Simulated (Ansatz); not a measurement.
System: Cu₂ZnSnS₄ (Pmn2₁, No. 31, 16 atoms in the cell; start mp-1190224; a measured phase of this formula has another space group). Method: r²SCAN+rVV10 in Ansatz (PAW).

Numerical settings: plane-wave cutoff 500 eV, 6×6×6 k mesh, Fermi–Dirac smearing 0.05 eV, no spin polarisation, scalar-relativistic PAW data made under PBE.

Cell (relaxed at this level):

```xyz
16
Lattice="7.5721 0.0000 0.0000 0.0000 6.5830 0.0000 0.0000 0.0000 6.2831" Properties=species:S:1:pos:R:3 pbc="T T T"
Zn     3.7861     5.4902     3.1488
Zn     0.0000     1.0929     0.0072
Cu     1.8990     2.1824     3.1168
Cu     1.8871     4.4007     6.2583
Cu     5.6731     2.1824     3.1168
Cu     5.6850     4.4007     6.2583
Sn     3.7861     1.0784     0.0045
Sn     0.0000     5.5046     3.1460
S      1.8382     2.2722     0.8427
S      1.9479     4.3108     3.9842
S      5.7339     2.2722     0.8427
S      5.6242     4.3108     3.9842
S      3.7861     1.1267     3.8518
S      0.0000     5.4563     0.7103
S      3.7861     5.3767     0.8158
S      0.0000     1.2064     3.9573
```

### Question
What does this level give for the band gap?

### Answer

- band gap = 0.40 eV (on the SCF k mesh)

Note: the relaxation could not lower the start's symmetry, so the cell can be a saddle point above a distorted one.

Spin–orbit coupling is not included.

Computed values are for the static lattice.

Cost on a shared machine: about 40 core-minutes (a rough figure).

A start named mp-… is a Materials Project structure, which need not be a measured phase.

Ansatz is an electronic-structure program.
